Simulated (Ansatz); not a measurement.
# Several settings converged on CaAlSiH (P3m1, 4 atoms in the cell)

```
CELL_PARAMETERS angstrom
      4.13085     0.00000     0.00000
     -2.06542     3.57742     0.00000
      0.00000     0.00000     4.68414
ATOMIC_POSITIONS crystal
  Ca 0.00000 0.00000 0.99992
  Al 0.66667 0.33333 0.45711
  Si 0.33333 0.66667 0.56589
  H  0.66667 0.33333 0.08378
```

Base method: LDA (PW92), default PAW files made with PBE (plane waves; Ansatz, a quantum-chemistry and plane-wave program).

Base settings: basis.ecutwfc = 420 eV; kpoints.mp_grid.grid = 7 7 5; hamiltonian.xc = lda; hamiltonian.pseudopotentials = {kind: paw} (the program's default PAW files); scf.occupations.method = fermi_dirac; scf.occupations.width = 0.01 eV.

The count of work is k-points × plane waves × bands × iterations; it is no time. Core times come from one kind of shared machine, to one figure; runs under 30 s give none.

**Zone-centre phonons against the mesh**

In this ladder: scf.occupations.method = fixed; scf.occupations.width = default; phonons.method = dfpt; phonons.dielectric = true; phonons.rigid_motions = translations.

Frequencies are those of the unrelaxed cell, without the LO-TO term of polar crystals.

Only quantities that move along the ladder and can be compared are tabulated.

| kpoints.mp_grid.grid | highest zone-centre frequency (cm⁻¹) | lowest optical frequency (cm⁻¹) | core time / last (rough) |
|---|---|---|---|
| 3 3 2 | 1245.6 | 147.2 | 0.3 |
| 4 4 3 | 1226.7 | 162.4 | 0.2 |
| 6 6 5 | 1236.1 | 162.1 | 0.4 |
| 9 9 7 | 1237.6 | 161.8 | 0.7 |
| 11 11 8 | 1237.8 | 161.8 | 1 |

Coarsest kpoints.mp_grid.grid that holds the highest zone-centre frequency within 5 cm⁻¹ of the last step, with all finer ones: 6 6 5, at about 0.4 of the last step's time; the step before is off by 11 cm⁻¹.

Coarsest kpoints.mp_grid.grid that holds the lowest optical frequency within 2 cm⁻¹ of the last step, with all finer ones: 4 4 3, at about 0.2 of the last step's time; the step before is off by 15 cm⁻¹.

**The dielectric constant against the mesh**

In this ladder: scf.occupations.method = fixed; scf.occupations.width = default; dielectric = true; dielectric.field_mesh = kpoints.

Only quantities that move along the ladder and can be compared are tabulated.

| kpoints.mp_grid.grid | largest Born charge (mean of the diagonal) (e) | mean ε∞ | core time / last (rough) |
|---|---|---|---|
| 3 3 2 | 2.957 | 11.349 | – |
| 4 4 3 | 2.730 | 12.651 | – |
| 6 6 5 | 2.727 | 14.119 | – |
| 9 9 7 | 2.722 | 14.811 | 0.1 |
| 14 14 10 | 2.721 | 15.042 | 0.5 |
| 17 17 13 | 2.721 | 15.065 | 1 |

Coarsest kpoints.mp_grid.grid that holds the mean ε∞ within 0.1 of the last step, with all finer ones: 14 14 10; the step before is off by 0.25.

Coarsest kpoints.mp_grid.grid that holds the largest Born charge (mean of the diagonal) within 0.01 e of the last step, with all finer ones: 4 4 3; the step before is off by 0.24 e.

**The size of the supercell around a displaced atom**

On CaAlSiH (P3m1, 8 atoms in the cell), and larger cells.

Steps: 2 x 1 x 1 supercell, one Ca atom moved by 0.02 angstrom along z; 2 x 2 x 1 supercell, one Ca atom moved by 0.02 angstrom along z; and so on, with the mesh thinned in proportion.

Only quantities that move along the ladder and can be compared are tabulated.

```csv
atoms,largest change of a force by the displacement (eV/Å),count of work / last
8,0.0564,0.11
16,0.0565,0.085
32,0.0622,0.25
72,0.0607,1.0
```

Smallest size that holds the largest change of a force by the displacement within 0.002 eV/Å: not settled: the last two steps still differ by 0.0015 eV/Å, over half the tolerance, so the ladder does not show it.

On the base run: the starting cell comes from a database of computed structures (which also holds hypothetical and non-ambient phases and stackings), without a prior relaxation at this level. Its lattice was rescaled by up to half a per cent. In the base run, with a pressure of about -3 GPa the cell is away from its equilibrium volume at this level.

Keys are those of Ansatz 0.2.
